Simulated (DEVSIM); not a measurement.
System: illuminated In0.53Ga0.47As p-on-n cell, one wavelength, at 300 K.

Layer 1 from the left is In0.53Ga0.47As, thickness (μm) 0.230, Na (cm⁻³) 5.4e17, τn (s) 4.6e-10, τp (s) 3.3e-10, absorption coefficient (cm⁻¹) 19000. Layer 2 from the left is In0.53Ga0.47As, thickness (μm) 2.80, Nd (cm⁻³) 3.8e15, τn (s) 4.9e-10, τp (s) 4.9e-10, absorption coefficient (cm⁻¹) 19000.

Left contact: ohmic, minority electron recombination velocity 1e5 cm/s. Right contact: ohmic, minority hole recombination velocity 6e5 cm/s. Voltage is applied to the left contact. Recombination: SRH at mid-gap, radiative, Auger. Light enters at the left, 1.4e18 photons cm⁻² s⁻¹, one pass, no reflection. Mobility is μmin + (μ − μmin)/(1 + (N/Nref)^α).

This is a model device: material constants are rounded textbook-type values typed into the input, and sizes, dopings and lifetimes were drawn at random. Values at 300 K.

In0.53Ga0.47As: gap (eV) 0.74, affinity (eV) 4.51, permittivity 13.9, Nc (cm⁻³) 2.1e17, Nv (cm⁻³) 7.7e18, μn (cm²/Vs) 12000, μp (cm²/Vs) 300, μn,min 300, μp,min 10, Nref,n 1.3e17, Nref,p 4.9e17, αn 0.48, αp 0.4, B (cm³/s) 9.6e-11, Cn (cm⁶/s) 5e-29, Cp (cm⁶/s) 5e-29.

Simulated with DEVSIM: 1D drift-diffusion, Boltzmann statistics, complete ionisation; no tunnelling, impact ionisation, image-force lowering or self-heating.

Dark forward current:

```
|V| (V)  |J| (A/cm²)
-------  -----------
0.05        0.001513
0.10        0.005683
0.15         0.01837
0.20         0.06005
0.25          0.2113
0.30          0.8296
0.35           3.618
0.40           16.05
0.45           61.38
0.50           191.0
0.55           528.0
0.60            1402
0.65            3660
```

**Question.** Work out the local ideality factor n = ΔV / (kT/q · ln(J2/J1)) between the rows 0.15 and 0.20 V, 0.35 and 0.40 V, 0.60 and 0.65 V.

**Answer.** kT/q = 25.85 mV. From 0.15 to 0.20 V: ln(0.06005/0.01837) = 1.184, n = 1.63. From 0.35 to 0.40 V: ln(16.05/3.618) = 1.490, n = 1.30. From 0.60 to 0.65 V: ln(3660/1402) = 0.960, n = 2.02.

**Question.** What current could the absorbed light give at most, and what share is collected?

**Answer.** Σ αd = 5.76, so qΦ(1 − exp(−Σ αd)) = 224 mA/cm². The simulated short-circuit current is 190.5 mA/cm², a share of 0.85.

**Question.** Estimate the open-circuit voltage by superposition: the voltage at which the dark current equals that short-circuit current.

**Answer.** Interpolating ln J in the table gives 0.246 V. The simulation gives 0.244 V, the same within the digits that matter. Superposition holds where collection doesn't change with voltage.
